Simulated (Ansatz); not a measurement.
A relaxation of cell and atoms of MnPt3 (Pm-3m, 4 atoms in the cell) with Ansatz (a quantum-chemistry and plane-wave program).

Level of theory: LDA (PW92), default PAW files made with PBE (plane waves; Ansatz).

```
CELL_PARAMETERS angstrom
      3.95750     0.00000     0.00000
      0.00000     3.95750     0.00000
      0.00000     0.00000     3.95750
ATOMIC_POSITIONS crystal
  Mn 0.00000 0.00000 0.00000
  Pt 0.00000 0.50000 0.50000
  Pt 0.50000 0.00000 0.50000
  Pt 0.50000 0.50000 0.00000
```
Moments meant for the start (each program seeds them in its own way; μB, in the order of the atoms Mn Pt Pt Pt): 4.0 0.0 0.0 0.0.

Reference input (self-consistent single point, DFT, LDA (PW92), plane waves, default PAW files made with PBE): kpoints.mp_grid.grid = 9 9 9; hamiltonian.xc = lda; hamiltonian.pseudopotentials = {kind: paw} (the program's default PAW files); magnetization.spin_polarized = true; scf.occupations.method = fermi_dirac; scf.occupations.width = 0.1 eV. This run's input differs from it in these lines:

```diff
@@ -23,2 +23,4 @@
     width: 0.1
+relax:
+  cell: {}
 output:
```

Log, with long lists cut:

```
   [... SCF lines of the steps left out ...]
relax step   1: F+E_penalty+E_count = -40576.92954474 eV  Δ(F+E_penalty+E_count) = +0.000e0 eV  max|allowed force component| = 2.303e-28 eV/Å  Δτ_max = 0.0000 Å  P = -18.953 GPa  Ω = 61.982 Å³  (13 SCF iters, dr2 threshold 1.00e-7 eV, accepted)
relax step   2: F+E_penalty+E_count = -40577.08410903 eV  Δ(F+E_penalty+E_count) = -1.546e-1 eV  max|allowed force component| = 2.327e-29 eV/Å  Δτ_max = 0.0000 Å  P = +19.447 GPa  Ω = 53.352 Å³  energy of the carried Pulay correction = +2.677e-3 eV  [...]
   [... lines left out ...]
relax step   5: F+E_penalty+E_count = -40577.27426740 eV  Δ(F+E_penalty+E_count) = -8.880e-6 eV  max|allowed force component| = 1.269e-29 eV/Å  Δτ_max = 0.0000 Å  P = -0.001 GPa  Ω = 56.709 Å³  energy of the carried Pulay correction = +1.589e-3 eV  [...]
relax step   6: F+E_penalty+E_count = -40577.27253751 eV  Δ(F+E_penalty+E_count) = +1.730e-3 eV  max|allowed force component| = 2.577e-29 eV/Å  Δτ_max = 0.0000 Å  P = +0.007 GPa  Ω = 56.709 Å³  stress off target by 7.25e-3 GPa  SCF on the basis [...]
basis re-selected at this cell: Δ(F+E_penalty+E_count) = +1.730e-3 eV, ΔP = +0.008 GPa vs the last step
the relaxation is at rest under the 48 symmetry operations that the run kept from its start: a minimum is not shown …
the relaxation's final electronic state is not compared with the one that a single-point calculation of its input finds at the relaxed geometry …
Magnetization: 4.0742 μB (36.5371 up, 32.4629 down)
   [... lines left out ...]
Absolute magnetization: 4.2063 μB (∫|ρ↑−ρ↓|, with the PAW one-centre terms)
Free energy (F): -40577.272538 eV
Fermi energy:    22.374571 eV
  cell:  # Å, volume = 56.7091 Å³
   [... lines left out ...]
    - [-5.446770623970151e-34, -2.5679065925163143e-34, 3.8419427458505133]
  atoms:
    - { symbol: Mn, position: [-1.94661270437159e-33, 6.488709014570492e-35, 3.2443545072853174e-34] }
    - { symbol: Pt, position: [3.114580326993956e-33, 0.5, 0.5] }
    - { symbol: Pt, position: [0.5, -1.1030805324770074e-33, 0.5] }
    - { symbol: Pt, position: [0.5, 0.5, 6.488709014570049e-35] }
```

The run converged. 

Summary of the result:
```
Quantity                                                                                                               Result
-----------------------------------------------  ----------------------------------------------------------------------------
Free energy E − TS (on the zero of these files)                                                                -40577.2725 eV
Fermi level (on the code's own zero)                                                                                 22.37 eV
Pressure                                                                                                             0.01 GPa
Size of the cell's spin moment                                                                                        4.07 μB
Final cell                                       a = 3.8419 Å, b = 3.8419 Å, c = 3.8419 Å, α = 90.00°, β = 90.00°, γ = 90.00°
Final volume per atom                                                                                                14.18 Å³
Relaxation steps                                                                                                            6
```

The starting cell comes from a database of computed structures (which also holds hypothetical and non-ambient phases and stackings), without a prior relaxation at this level. Its lattice was rescaled by a random factor within 2.5 % of one. With one magnetic atom in the cell only a parallel order is possible. The relaxation keeps the symmetry of its start, so its end need not be a minimum. Ansatz's pressure includes its estimate of the finite-basis (Pulay) stress.

Cost on one core of a shared machine: roughly 60 s.

Keys are those of Ansatz 0.2.
